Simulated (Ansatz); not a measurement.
The starting structures come from a database of crystals and need not be the phases stable at ambient conditions.

The decay constant κ of evanescent states in the gap governs leakage through a thin film.

```
CELL_PARAMETERS angstrom
      8.36530     0.00000     0.00000
      4.18265     8.34015     0.00000
      4.18265    -0.69921     2.31141
ATOMIC_POSITIONS crystal
  Sr 0.00000 0.00000 0.00000
  Mg 0.95829 0.37504 0.37504
  Mg 0.04171 0.62496 0.62496
  Bi 0.58660 0.74673 0.74673
  Bi 0.41340 0.25327 0.25327
```

Space group of this cell: P-3m1. The cell is taken as given.

Transport runs along the normal of the first two printed cell vectors, the (111) plane of the conventional cell.

No gap correction and no spin-orbit coupling; mid-gap values are interpolated between computed energies.

Question: Predict the band gap and the smallest decay constant κ at mid-gap from r2SCAN (Ansatz, a program for electronic structure).

Answer: Gap 1.08 eV on a 14×14×14 mesh; κ = 0.067 1/Å, at the zone centre.
